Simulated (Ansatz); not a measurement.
Thickness series in HgS

The parent structure is HgS in the rock salt structure (space group Fm-3m, No. 225; a = 5.452 Å; a model cell, its experimental status unchecked). Axes: x, y, z lie along the cube axes.

Free-standing slabs (2 atom(s) a layer) normal to the z axis with 15 Å of vacuum; in-plane cell held at bulk.

Method: Kohn–Sham DFT with the PBEsol functional, run in Ansatz (a program for electronic structure) with PAW and 420 eV plane waves, no spin-orbit coupling.

Notes on the quantities. excess energy per area of both faces: slab less bulk energy over the cell's area: twice a surface energy; uncertain by up to 0.2 J/m²; layer's space group: with vacuum.

| change | excess energy per area of both faces | layer's space group | thickness between the outermost nuclei | shortest interatomic distance |
|---|---|---|---|---|
| base | – | – | – | 2.726 Å |
| 1 layer | – | P4/mmm (No. 123) | – | 2.726 Å |
| 2 layers | 0.62 J/m² | P4/nmm (No. 129) | 2.91 Å | 2.680 Å |
| 3 layers | 0.6 J/m² | P4/mmm (No. 123) | 5.50 Å | 2.687 Å |
| 4 layers | 0.6 J/m² | P4/nmm (No. 129) | 8.22 Å | 2.685 Å |
| 5 layers | 0.6 J/m² | P4/mmm (No. 123) | 10.98 Å | 2.666 Å |
| 6 layers | 0.6 J/m² | P4/nmm (No. 129) | 13.66 Å | 2.676 Å |
| 7 layers | 0.6 J/m² | P4/mmm (No. 123) | 16.39 Å | 2.646 Å |

Slab and bulk use different k-meshes, which limits the precision of the excess energy. Stability against distortions was not tested. All final runs are without spin polarisation. This is not the structure that HgS has at room temperature and ambient pressure.
